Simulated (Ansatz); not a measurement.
This Ansatz (an electronic-structure program) input is the reference run, TiO2 in the anatase structure (space group I4_1/amd, No. 141), computed with Ansatz, r2SCAN, PAW, cutoff 500 eV, scalar-relativistic without spin-orbit coupling, earlier PAW set:

Ansatz 0.2 input:
```yaml
crystal:
  lattice:
    - [-1.8890005407, 1.8890005407, 4.7943384897]
    - [1.8890005407, -1.8890005407, 4.7943384897]
    - [1.8890005407, 1.8890005407, -4.7943384897]
  atoms:
    - { symbol: Ti, position: [0.5, 0.5, 0] }
    - { symbol: Ti, position: [0.25, 0.75, 0.5] }
    - { symbol: O, position: [0.2927837437, 0.2927837437, 0] }
    - { symbol: O, position: [0.0427837437, 0.5427837437, 0.5] }
    - { symbol: O, position: [0.4572162563, 0.9572162563, 0.5] }
    - { symbol: O, position: [0.7072162563, 0.7072162563, 0] }
basis: { ecutwfc: 500, ecutrho_ratio: 4, xc_grid: 4, fft_grid_basis: typed }
kpoints: { mp_grid: { grid: [12, 12, 12] } }
hamiltonian:
  xc: r2scan
  dispersion: none
  pseudopotentials: { azcp: { folder: ./paw }, kind: paw }
scf: { occupations: { method: fermi_dirac, width: 0.05 }, convergence: { dr2_threshold: 0.0000000006 } }
output: { forces: true, stress: true }
```

Q: Write the input for this change: the cell is stretched by 5.27 % along x with no lateral relaxation; the atoms relax in the strained cell.

A: 
Ansatz 0.2 input:
```yaml
crystal:
  lattice:
    - [-1.9885508692, 1.8890005407, 4.7943384897]
    - [1.9885508692, -1.8890005407, 4.7943384897]
    - [1.9885508692, 1.8890005407, -4.7943384897]
  atoms:
    - { symbol: Ti, position: [0.5, 0.5, 0] }
    - { symbol: Ti, position: [0.25, 0.75, 0.5] }
    - { symbol: O, position: [0.2927837437, 0.2927837437, 0] }
    - { symbol: O, position: [0.0427837437, 0.5427837437, 0.5] }
    - { symbol: O, position: [0.4572162563, 0.9572162563, 0.5] }
    - { symbol: O, position: [0.7072162563, 0.7072162563, 0] }
basis: { ecutwfc: 500, ecutrho_ratio: 4, xc_grid: 4, fft_grid_basis: typed }
kpoints: { mp_grid: { grid: [12, 12, 12] } }
hamiltonian:
  xc: r2scan
  dispersion: none
  pseudopotentials: { azcp: { folder: ./paw }, kind: paw }
scf: { occupations: { method: fermi_dirac, width: 0.05 }, convergence: { dr2_threshold: 0.0000000006 } }
relax: { f_tol: 0.005, max_steps: 50 }
output: { forces: true, stress: true }
checkpoint: { write: state.ck, write_every: 1000 }
```
This is the input that was run.

No phonon test of stability was made. All final runs are without spin polarisation.
